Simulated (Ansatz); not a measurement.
Defect migration in monoclinic ZrO2 with all lengths changed by -1 %: interstitial Na, charge state +1. Method: PBE, PAW (plane waves to 420 eV; Ansatz, a first-principles code).

Cell of 96 host sites held at the strained lattice (strain from the relaxed PBE one, atoms relaxed); the Γ point alone; Fermi-Dirac width 0.01 eV, spin-restricted; finite-size errors left in. No zero-point or tunnelling terms. The charge state is imposed; whether it is stable for some Fermi level was not computed. Sites that were not tried may lie lower.

Barriers: single points on a 2×2×2 k-point mesh shifted by half a step at the bands' geometries.

The step: one Na atom jumps by itself. Atoms about the jump, Cartesian Å from the middle of the jump, before and after:

| atom | x0 | y0 | z0 | x1 | y1 | z1 |
|---|---|---|---|---|---|---|
| Na1 | 0.22 | 1.09 | -1.31 | -0.22 | -1.09 | 1.31 |
| O2 | 1.55 | -0.02 | 0.83 | 1.62 | -0.04 | 0.84 |
| O3 | -0.87 | -0.52 | -0.68 | -0.72 | -0.44 | -0.76 |
| O4 | -0.34 | 2.26 | 0.28 | -0.23 | 2.16 | 0.21 |
| O5 | -1.26 | 0.45 | 1.89 | -1.32 | 0.52 | 1.94 |
| Zr6 | 0.50 | 1.54 | 2.11 | 0.51 | 1.60 | 2.13 |
| Zr7 | 0.96 | -1.60 | -0.49 | 1.12 | -1.56 | -0.71 |
| Zr8 | -2.11 | 1.07 | 0.04 | -1.97 | 1.09 | -0.06 |
| O9 | 2.09 | 2.65 | 1.09 | 2.11 | 2.64 | 1.13 |
| O10 | 2.06 | 0.04 | -1.78 | 2.09 | 0.01 | -1.78 |
| O11 | 1.17 | 0.03 | 3.49 | 1.11 | 0.02 | 3.45 |
| Zr12 | 3.21 | 1.08 | -0.11 | 3.20 | 1.08 | -0.09 |

Q: Give the saddle-point geometry and the barrier.

A: 
```
atom      x      y      z
----  -----  -----  -----
Na1    0.26   0.28   0.53
O2     2.03  -0.42   0.72
O3    -0.87  -0.53  -0.82
O4    -0.35   2.23   0.28
O5    -1.29   0.55   1.93
Zr6    0.40   1.76   2.37
Zr7    1.08  -1.78  -0.65
Zr8   -2.13   1.11  -0.11
O9     2.01   2.49   1.22
O10    2.03  -0.02  -1.78
O11    1.16   0.10   3.44
Zr12   3.28   1.03  -0.09
```
It lies 2.94 eV above the start and 2.94 eV above the end. The saddle point's order was not checked.
